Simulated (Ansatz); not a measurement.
Consider CsSnBr$_{3}$ in the cubic perovskite structure (space group Pm-3m, No. 221; a = 5.7645 Å).

Method: PBEsol (Ansatz, an electronic-structure program; PAW; 420 eV plane waves; no spin-orbit coupling), earlier PAW set.

Before the change:

The volume per atom is 38.31 Å³ and the magnetic state is not spin-polarised.

Now apply this change: every Sn is replaced by Mo, then cell and atoms are relaxed.

### Question
What does the calculation give for the volume per atom and magnetic state after the change?

### Answer
The volume per atom shrinks by 7.64 Å³, from 38.31 Å³ to 30.67 Å³; the magnetic state goes from not spin-polarised to ferromagnetic.

The magnetic state is the one reached from the starting moments; the real material's order can differ, and small cells can't hold many antiferromagnetic ones. No phonon test of stability was made. As relaxed here, CsMoBr3 is a hypothetical phase, not in the database extracts checked. No Hubbard U is applied, and correlation can decide whether such a compound is a metal. Many cubic perovskites are stable only at high temperature; tilts and polar distortions were not tested.
